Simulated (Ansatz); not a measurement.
## NH3 on the 1x1 (110) surface of bcc W, one in a 2x2 cell, started at the site 'hollow W-W-W'

Method: PBE (plane waves to 420 eV, PAW; Ansatz, a first-principles code).

Model: 20-atom slab, 6.6 Å thick at the start under the adsorbate (thin: gaps and levels are the slab's own), 6x6x1 mesh, Fermi-Dirac 0.1 eV, dipole correction, 8 atoms held, the rest relaxed; no symmetry held; no spin, no spin-orbit, no U, no dispersion correction. At the end it is bonded to W. In PBE it is, or lies within 0.03 eV of, the lowest of the starts that converged.

```
Property                                                                                                                                         Result
--------------------------------------------------------------------------------------  ---------------------------------------------------------------
adsorption energy against NH3(g)                                                                                                               -0.86 eV
work function of the top face                                                                                                                   2.59 eV
change of the work function                                                                                                                    -2.23 eV
change of the step from the bottom to the top vacuum level, against the clean slab                                                             -2.21 eV
energy released by relaxation                                                                                                                   0.95 eV
height of the binding atom over the mean of the host atoms within 0.3 Å of the top one                                                          2.394 Å
nearest host atoms of the binding atom                                                                            W at 2.30 Å, W at 3.67 Å, W at 3.67 Å
largest move of a host atom                                                                                                                      0.12 Å
note                                                                                    in the relaxation the adsorbate left its starting site by 1.7 Å
cost                                                                                                             about 30 core-minutes (a rough figure)
```

A negative adsorption energy means that the adsorbate is more stable on the surface than in its reference.
